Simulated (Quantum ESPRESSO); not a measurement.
σyz against shear in Cu3Au-type Al3Sc (space group 221): C44 (Quantum ESPRESSO, PBEsol)

```
Al3Sc
1.0
    4.06899     0.00000     0.00000
    0.00000     4.06899     0.00814
    0.00000     0.00814     4.06899
Sc Al
1 3
Cartesian
  0.00000   0.00000   0.00000
  0.00000   2.03856   2.03856
  2.03449   0.00407   2.03449
  2.03449   2.03449   0.00407
```

Computed with PBEsol, GBRV 1.5 ultrasoft (PBESOL) pseudopotentials (plane waves; Quantum ESPRESSO). Settings: ecutwfc = 65 Ry; ecutrho = 520 Ry; occupations = smearing; smearing = fermi-dirac; degauss = 0.0036749 Ry; potentials = {Sc: sc_pbesol_v1.uspp.F.UPF, Al: al_pbesol_v1.uspp.F.UPF}; K_POINTS = automatic 16 16 16 0 0 0; conv_thr = 1e-10 Ry; mixing_beta = 0.7. The cell above is the first row's. The rows shear the cubic cell: the yz and zy parts of the deformation are each γ/2. At γ = 0 the shear stress vanishes by symmetry. Stress is positive in tension. In all rows fractional positions and the k mesh are held.

```csv
γ (%),σyz (GPa)
0.4,0.309
0.8,0.618
1.2,0.927
1.6,1.237
2.0,1.548
2.4,1.860
2.8,?
```

Question: Fit σyz against γ with a straight line, and predict the withheld value at γ = 2.8.

Answer: With u = γ - 1.4, the rows have u = -1.0000, -0.6000, -0.2000, 0.2000, 0.6000, 1.0000. Means: u 0, σyz 1.0832. About the means, the sum of products is 2.1710 and the sum of squares of u is 2.8000; the slope is their ratio. Least squares gives σyz = 1.0832 + 0.77536·u. Residuals (row less fit): 0.0012, 0.0000, -0.0011, -0.0013, -0.0004, 0.0014; standard error 0.0013 (degrees of freedom: 4). The slope of the line, 0.77536 GPa per cent, gives C44 ≈ 100 × 0.77536 = 78 GPa, for the static lattice. At the withheld row, u = 1.4000, so σyz = 1.0832 + 0.77536 × 1.4000 = 2.1687 GPa. The calculation gives 2.175 GPa, 0.0063 GPa above the prediction (0.3 % of the range of σyz in the table). The row lies outside the fitted rows, so this is an extrapolation. From the scatter of the fitted rows alone, a prediction at this place has a standard error of 0.0017 GPa, so the miss is 3.6 times that.

Carrying the step between the two nearest rows on in a straight line would have given 2.172, off by 0.003; series whose last step already gives the withheld value aren't shown. The reference cell has the volume at which an earlier scan in this program and functional put its minimum by a fit. The runs keep the symmetry of the cell, so they don't test it for distortions. The unstrained cell stands at a pressure of -0.02 GPa, and the constants belong to that pressure. By symmetry this strain leaves no force on the atoms; the largest in the rows is 0.000 eV/Å. Without a gap such slopes are sensitive to mesh and smearing. Cutoffs and mesh are single choices, not tested for convergence of this quantity. Series with a scatter that would blur these digits, or in which a gap closes, are not shown. Strain series were run only where this level's volume lies within 10 % of a first guess from the measured size.

Terms beyond the fitted order, or numerical noise in single rows, can give a miss of this size; the table doesn't tell which.
